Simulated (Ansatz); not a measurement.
LaN (model structure, started from the zincblende type, F-43m, No. 216, 2 atoms in the cell), treated with r²SCAN in Ansatz (PAW).

Run with plane-wave cutoff 560 eV, 10×10×10 k mesh, Fermi–Dirac smearing 0.01 eV, scalar-relativistic PAW data made under PBE.

Cell (relaxed at this level):

```cif
data_LaN
_chemical_formula_sum 'N1 La1'
_space_group_name_H-M_alt 'P 1'
_space_group_IT_number 1
_cell_length_a 3.96306
_cell_length_b 3.96306
_cell_length_c 3.96306
_cell_angle_alpha 60.000
_cell_angle_beta 60.000
_cell_angle_gamma 60.000
loop_
_space_group_symop_operation_xyz
  'x, y, z'
loop_
_atom_site_label
_atom_site_type_symbol
_atom_site_fract_x
_atom_site_fract_y
_atom_site_fract_z
_atom_site_occupancy
N1 N 0.75000 0.75000 0.75000 1
La1 La 0.00000 0.00000 0.00000 1
```

### Question
Predict the band gap, Γ–Γ gap and bulk modulus.

### Answer

- band gap = 1.51 eV (on the SCF k mesh)
- Γ–Γ gap = 3.55 eV
- bulk modulus = 90.0 GPa

Note: the bulk modulus is −V dP/dV from two relaxed cells at ±2 % in volume; the relaxation could raise the start's symmetry but not lower it, so the cell can be a saddle point.

Spin–orbit coupling is not included.

The computed numbers hold no vibrational or temperature effects.

A model structure was made by putting elements into a prototype or built by hand; it is no filed structure, need not be a known phase, and can be a saddle point held by its symmetry.

Ansatz is an electronic-structure program.
